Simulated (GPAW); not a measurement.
Input and output of a self-consistent single point for As (P-1, 2 atoms in the cell) (GPAW).

Level of theory: PBE, GPAW PAW datasets PBE (gpaw-data 1.0.1) (plane waves; GPAW).

The change in words: lattice scaled by 0.98. Reference geometry:
```xyz
2
Lattice="1.8774 1.0839 3.7043 -1.8774 1.0839 3.7043 0.0000 -2.1678 3.7043" Properties=species:S:1:pos:R:3 pbc="T T T"
As    -0.0182    -0.0140     2.4756
As     0.0182     0.0140     8.6374
```

Reference input (self-consistent single point, DFT PBE, plane waves, GPAW PAW datasets PBE (gpaw-data 1.0.1)): mode = pw; ecut = 600 eV; xc = PBE; kpts = 7 7 7; mesh shift (steps) = 0 0 0; occupations.name = fermi-dirac; occupations.width = 0.1 eV; nbands = -10; convergence.density = 1e-05 e/electron; symmetry.symmorphic = false; symmetry.tolerance = 0.0005; maxiter = 120. This run's input differs from it in these lines:

```diff
@@ -5,5 +5,5 @@
 atoms = Atoms(['As', 'As'],
-              cell=[[1.877410, 1.083923, 3.704337],
-                    [-1.877410, 1.083923, 3.704337],
-                    [0.000000, -2.167846, 3.704337]],
+              cell=[[1.839862, 1.062245, 3.630250],
+                    [-1.839862, 1.062245, 3.630250],
+                    [0.000000, -2.124489, 3.630250]],
               scaled_positions=[[0.215781, 0.225457, 0.227062],
```

Output (repeated stretches shortened):

```
     iter     time        total  log10-change:
                         energy   eigst   dens
iter:   1 --:--:--    -9.244548
iter:   2 --:--:--    -9.244069   -2.96  -1.10
iter:   3 --:--:--    -9.229301   -2.82  -1.13
iter:   4 --:--:--    -9.229667   -4.20  -2.03
iter:   5 --:--:--    -9.228808c  -4.62  -2.11
iter:   6 --:--:--    -9.228811c  -6.92  -2.78
iter:   7 --:--:--    -9.228783c  -6.00  -2.83
iter:   8 --:--:--    -9.228784c  -7.13  -3.39
iter:   9 --:--:--    -9.228785c  -7.80c -3.58
iter:  10 --:--:--    -9.228785c  -8.18c -3.74
iter:  11 --:--:--    -9.228785c -10.02c -4.85
iter:  12 --:--:--    -9.228785c -10.49c -4.97
iter:  13 --:--:--    -9.228785c -11.72c -5.16c
Converged after 13 iterations.

Dipole moment: (-0.000000, -0.000000, -0.000000) |e|*Ang

Energy contributions relative to reference atoms: (reference = -123005.947200)

Kinetic:        +25.847679
Potential:      -24.186093
External:        +0.000000
XC:             -10.862742
Entropy (-ST):   -0.005674
Local:           -0.024792
SIC:             +0.000000
--------------------------
Free energy:     -9.231622
Extrapolated:    -9.228785

Showing only first 2 kpts
 Kpt  Band  Eigenvalues  Occupancy
  0     3      5.00879    2.00000
  0     4      5.29722    2.00000
  0     5      8.46528    0.00002
  0     6      9.81923    0.00000

  1     3      4.87091    2.00000
  1     4      5.06793    2.00000
  1     5      8.92502    0.00000
  1     6      9.89379    0.00000

Fermi level: 7.28946

No gap
No difference between direct/indirect transitions
Energy (eV): -9.228785

Forces in eV/Ang:
  0 As    0.26872    0.21391    1.15433
  1 As   -0.26872   -0.21391   -1.15433

Stress tensor:
    -0.053664     0.004207    -0.007530
     0.004207    -0.060358    -0.005948
    -0.007530    -0.005948    -0.038619
Stress (GPa, Voigt): [-8.5979 -9.6704 -6.1875 -0.953  -1.2065  0.674 ]
```

The run converged in 13 iterations. GPAW prints stress with tension positive. Against the reference run the free energy goes up by 44.5 meV/atom, the pressure goes from 2.83 to 8.15 GPa and the largest force goes from 0.705 to 1.204 eV/Å.

The starting cell comes from a database of computed structures (which also holds hypothetical and non-ambient phases and stackings), without a prior relaxation at this level. Its atoms were displaced at random from the sites of space group no. 166. For this run, on top of that: lattice scaled by 0.98. With a pressure of about 8 GPa the cell is away from its equilibrium volume at this level. Forces in this geometry exceed 1 eV/Å.

Cost on one core of a shared machine: roughly 90 s.
